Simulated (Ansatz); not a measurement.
Quartz-high SiO2 (high-temperature phase) was calculated with LDA in Ansatz (plane waves, PAW).

Input:

Ansatz 0.2 input:
```yaml
crystal:
  lattice:
    - [2.4852272096, -4.3045397953, 0.0]
    - [2.4852272096, 4.3045397953, 0.0]
    - [0.0, 0.0, 5.4504097261]
  atoms:
    - { symbol: Si, position: [0.5, 0.5, 0.3333333333] }
    - { symbol: Si, position: [0.5, 0.0, 0.0] }
    - { symbol: Si, position: [0.0, 0.5, 0.6666666667] }
    - { symbol: O, position: [0.2077897119, 0.7922102881, 0.8333333333] }
    - { symbol: O, position: [0.2077897119, 0.4155794239, 0.5] }
    - { symbol: O, position: [0.5844205761, 0.7922102881, 0.1666666667] }
    - { symbol: O, position: [0.7922102881, 0.2077897119, 0.8333333333] }
    - { symbol: O, position: [0.7922102881, 0.5844205761, 0.5] }
    - { symbol: O, position: [0.4155794239, 0.2077897119, 0.1666666667] }
basis:
  ecutwfc: 520
  ecutrho_ratio: 4
  xc_grid: 2
kpoints:
  mp_grid: { grid: [12, 12, 6] }
hamiltonian:
  xc: lda
  dispersion: none
  pseudopotentials: { kind: paw }
scf:
  occupations: { method: fermi_dirac, width: 0.01 }
output:
  forces: true
  stress: true
  eigenvalues: true
relax:
  f_tol: 0.004
  escape_saddle: false
  max_steps: 80
  cell: { stress_tol: 0.02, fix: [volume] }
```

Output (set-up and result lines):

```
Relaxation: its limit of steps is 80 (relax.max_steps)
Crystal: 9 atoms, lattice volume = 116.614 Å³
Basis set: ecut = 520 eV, 3153 PW (Γ), exchange–correlation on 80×80×90 points (8 copies of the dense FFT grid, shifted against one another)
Bands: 33, of which v1, the nominal top of the filled ones, is band 24 counted from 1 (23 counted from 0)
Symmetry: 12 space group operations
Space group: P6222 (ITA 180), of the structure as read, at distance tolerance 4.9e-5 Å
k-points: 76 of 864 (time reversal used)
Functional: x = slater, c = lda
SCF iter   1: F=—  HF=-5168.022610 eV  |F-HF|=—  |Δ(HF+E_count)|=         —  Δρ=1.34e-2  dr2=1.85e-1
SCF iter   2: F=—  HF=-5167.969369 eV  |F-HF|=—  |Δ(HF+E_count)|=   5.32e-2  Δρ=3.82e-3  dr2=6.06e-3
  ...
SCF 1 converged in 6 iterations: F = -5167.966910 eV  dr2 = 1.37e-8
Crystal: 9 atoms, lattice volume = 116.614 Å³
Basis set: ecut = 520 eV, 3147 PW (Γ), exchange–correlation on 80×80×90 points (8 copies of the dense FFT grid, shifted against one another)
Initial density: handed on by an earlier stage of this run
  ...
Crystal: 9 atoms, lattice volume = 116.614 Å³
SCF 4 converged in 4 iterations: F = -5168.001420 eV  dr2 = 4.61e-9
Crystal: 9 atoms, lattice volume = 116.614 Å³
SCF 5 converged in 4 iterations: F = -5168.001443 eV  dr2 = 4.36e-9
Crystal: 9 atoms, lattice volume = 116.614 Å³
SCF iter   4: F=—  HF=-5168.001445 eV  |F-HF|=—  |Δ(HF+E_count)|=   9.98e-8  Δρ=3.34e-7  dr2=7.89e-11
SCF iter   5: F=-5168.001445 eV  HF=-5168.001445 eV  |F-HF|=3.64e-12  |Δ(HF+E_count)|=  1.27e-11  Δρ=8.48e-8  dr2=5.10e-12
SCF 6 converged in 5 iterations: F = -5168.001445 eV  dr2 = 5.10e-12
SCF converged after 5 iterations
Free energy (F): -5168.001445 eV
Internal energy: -5168.001445 eV  (E = F + TS)
E sigma→0 (E₀):  -5168.001445 eV
Fermi energy:    4.789909 eV
--- Forces (eV/Å), atoms counted from 1 ---
  atom   1  Si    -0.00000000     0.00000000    -0.00000000
  atom   2  Si     0.00000000    -0.00000000     0.00000000
  atom   3  Si     0.00000000     0.00000000    -0.00000000
  atom   4  O     -0.00000000     0.00008069    -0.00000000
  atom   5  O     -0.00006988    -0.00004035    -0.00000000
  atom   6  O      0.00006988    -0.00004035    -0.00000000
  atom   7  O     -0.00000000    -0.00008069     0.00000000
  atom   8  O      0.00006988     0.00004035     0.00000000
  atom   9  O     -0.00006988     0.00004035     0.00000000
--- Stress (GPa, compression-positive) ---
        5.901785       0.000000      -0.000000
        0.000000       5.901785       0.000000
       -0.000000       0.000000       5.902288
  P = ⅓ Tr σ = 5.9020 GPa (59.020 kbar)
```

The cell is one volume of an energy–volume scan, off the minimum.

The PAW data were made under PBE.

Note: symmetry holds this phase in the static calculation, where it need not be a minimum. Note: held by symmetry at 0 K, a high-temperature phase can be a saddle point.

Ansatz is a program for electronic structure.
